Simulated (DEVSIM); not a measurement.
Structure: Ru/SiON/p-In0.53Ga0.47As capacitor, at 250 K.

Layer 1 from the left is SiON, thickness (nm) 2.30. Layer 2 from the left is In0.53Ga0.47As, thickness (nm) 7300, Na (cm⁻³) 6.1e15.

Metal gate on the left, work function 4.7 eV. Fixed charge at the semiconductor interface -4.9e10 cm⁻² (in units of +e); no interface traps.

Constants are typed, rounded textbook-type inputs, not results; the design itself was drawn at random and stands for no fabricated device. Values at 300 K; Nc and Nv go as T^1.5, mobilities as T to minus their exponent, the gap by Varshni's rule with the affinity fixed.

SiON: gap (eV) 7, affinity (eV) 1.4, permittivity 5.5. In0.53Ga0.47As: gap (eV) 0.74, affinity (eV) 4.51, permittivity 13.9, Nc (cm⁻³) 2.1e17, Nv (cm⁻³) 7.7e18, Varshni α (eV/K) 0.00035, Varshni β (K) 190.

**Question.** Estimate by hand the flat-band voltage, the threshold voltage, and compare with a numerical solution.

**Answer.** 
- Flat-band voltage: C = 2.12 μF/cm², work-function difference -0.417 V; VFB = φms − qNf/C = -0.41 V; numerical -0.41 V.
- Threshold voltage: φF = 0.268 V, depletion charge √(4εqNφF) = 3.59e-8 C/cm²; VT = VFB + 2φF + Qd/C = 0.14 V; numerical 0.14 V.

Model (solved in DEVSIM): 1D Poisson equation in equilibrium, Boltzmann statistics, complete ionisation; no quantum confinement or tunnelling. Metal contacts follow the ideal Schottky-Mott rule: no Fermi-level pinning, no interface dipoles.
